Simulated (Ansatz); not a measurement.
Base system: ZnCu2SnS4 (space group I-4, No. 82; a = 5.414 Å, c = 10.823 Å). Axes: x, y, z lie along a, b, c of the conventional cell.

Structures relaxed with r2SCAN in Ansatz (plane waves to 500 eV, PAW, without spin-orbit coupling), earlier PAW set.

Base:

Simulated powder pattern, Co Kα, λ = 1.79026 Å (kinematic, ideal powder, no thermal factors, no anomalous dispersion; the 14 strongest lines at most, above 2 %, up to 2θ = 90°):

```tsv
2θ (°)	I/Imax (%)	hkl
21.31	4.3	(101)
33.29	100	(112)
34.69	2.3	(103)
38.62	10	(200)
38.64	5.1	(004)
44.52	2.4	(121)
55.76	19	(220)
55.77	37	(204)
66.51	26	(132)
66.54	13	(116)
69.89	4.0	(224)
82.80	5.9	(400)
82.85	3.0	(008)
```

Now apply this change: biaxial strain +0.88 %, plane normal [001], relaxed out of plane (Cartesian); in-plane vectors clamped, the third vector and the atoms free.

Q: Where do the lines fall after the change?

A: 
Simulated powder pattern, Co Kα, λ = 1.79026 Å (kinematic, ideal powder, no thermal factors, no anomalous dispersion; the 14 strongest lines at most, above 2 %, up to 2θ = 90°):

```
2θ (°)  I/Imax (%)    hkl
------  ----------  -----
21.20          4.3  (101)
33.21          100  (112)
34.87          2.2  (103)
38.27           11  (200)
39.08          5.0  (004)
44.16          2.4  (121)
55.23           19  (220)
55.85           37  (204)
65.99           27  (132)
67.10           13  (116)
69.72          4.0  (224)
81.92          6.0  (400)
83.97          2.9  (008)
```

The indices refer to the base's conventional cell; one index is shown for lines that coincide.

Whether these cells are dynamically stable was not tested. The final runs are not spin-polarised.

Ansatz is a quantum-chemistry and plane-wave program.
